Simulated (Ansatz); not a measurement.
A (5,5) gold nanotube, stretched and compressed along its axis from its relaxed period of 2.744 Å, atoms relaxed at each length.

Calculation: PBE (plane waves to 420 eV, PAW; Ansatz, a quantum-chemistry and plane-wave program). Mesh 1×1×22. No spin polarisation. It repeats along c; a and b span vacuum. A hypothetical model, rolled from the flat sheet. Symmetry and one short period hold its shape; lower forms weren't sought. Values not marked SOC lack spin–orbit coupling. Buckling under compression is shut out by symmetry and the short period. Energies are free energies at a Fermi–Dirac width of 0.05 eV, from the unstrained cell.

```json
[
 {"strain (%)": "-3.0", "energy (meV a period)": "+113", "axial force (nN)": "-5.28"},
 {"strain (%)": "-1.5", "energy (meV a period)": "+24", "axial force (nN)": "-2.03"},
 {"strain (%)": "0.0", "energy (meV a period)": "0", "axial force (nN)": "+0.02"},
 {"strain (%)": "+1.5", "energy (meV a period)": "+24", "axial force (nN)": "+1.82"},
 {"strain (%)": "+3.0", "energy (meV a period)": "+92", "axial force (nN)": "+3.23"},
 {"strain (%)": "+6.0", "energy (meV a period)": "+333", "axial force (nN)": "+5.76"}
]
```

The slope of the force at zero strain is 130 nN.
